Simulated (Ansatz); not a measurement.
Take Si in the diamond structure (space group Fd-3m, No. 227) as the base.

```
Si
1.0
    0.00000     2.72203     2.72203
    2.72203     0.00000     2.72203
    2.72203     2.72203     0.00000
Si
2
Direct
  0.50000   0.50000   0.50000
  0.75000   0.75000   0.75000
```

Calculations: DFT with r2SCAN, PAW potentials and a 500 eV plane-wave cutoff in Ansatz (an electronic-structure program), spin-orbit coupling left out, earlier PAW set.

For the base:

* **Valley order**: a point along ⟨100⟩, about 1.0 Å⁻¹ from Γ 0.78 eV; L along ⟨111⟩ 1.84 eV
* **Lattice parameter a**: 5.444 Å

Now apply this change: hydrostatic tension (pressure −2 GPa).

What does the calculation give for the valley order after the change?

The valley order (the lowest conduction-band minima on the path, energy above the VBM, named in the base's zone) goes from a point along ⟨100⟩, about 1.0 Å⁻¹ from Γ 0.78 eV; L along ⟨111⟩ 1.84 eV to a point along ⟨100⟩, about 1.0 Å⁻¹ from Γ 0.81 eV; L along ⟨111⟩ 1.76 eV.

What does the calculation give for the lattice parameter a after the change?

The lattice parameter a rises by 0.039 Å to 5.483 Å.

What happens to the mean gap deformation potential ΔEg/Δln V?

The mean gap deformation potential ΔEg/Δln V is +1.7 eV.

Load acts through the strain it causes; cell and atoms are relaxed under it. Stability against distortions was not tested.
